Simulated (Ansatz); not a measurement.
The parent structure is Re in the hcp (Mg type) structure (space group P6_3/mmc, No. 194; a = 2.751 Å, c = 4.441 Å).

Calculations: Ansatz (a quantum-chemistry and plane-wave program), PBEsol, PAW, cutoff 420 eV, no spin-orbit coupling.

Before the change:

| Quantity | Result |
|---|---|
| c/a ratio | 1.615 |
| Lattice parameter a | 2.751 Å |

It is then changed as follows: every Re is replaced by Ti; the structure is relaxed again.

Problem. Estimate the effect on the c/a ratio.

Solution. The c/a ratio decreases by 0.0321 to 1.582.

Problem. What does the calculation give for the lattice parameter a after the change?

Solution. The lattice parameter a goes up by 0.150 Å, from 2.751 Å to 2.901 Å.

Whether these cells are dynamically stable was not tested. All final runs are without spin polarisation.
